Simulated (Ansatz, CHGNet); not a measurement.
**Rh (model structure, started from the diamond type, Fd-3m, No. 227, 2 atoms in the cell): lattice constant a by level of theory**

No measured value is used here.

```
level (code)     value (Å)
---------------  ---------
CHGNet 0.3.0         5.556
LDA (Ansatz)         5.389
PBEsol (Ansatz)      5.433
r²SCAN (Ansatz)      5.460
```

The crystal itself was run without spin with LDA, PBEsol, r²SCAN; a magnetic state was not tried in these runs. LDA, PBEsol, r²SCAN: the run has no spin polarisation, so it can have missed a magnetic state. Cutoffs differ between the levels. Ansatz's density-functional and Hartree–Fock values are scalar-relativistic unless marked +SOC, with PAW data made under PBE.

Machine-learned potentials (CHGNet 0.3.0) are trained on DFT data: a solid inside that data is no test of them.

A model structure was made by putting elements into a prototype or built by hand; it is no filed structure, need not be a known phase, and can be a saddle point held by its symmetry.

Ansatz is a program for electronic structure.
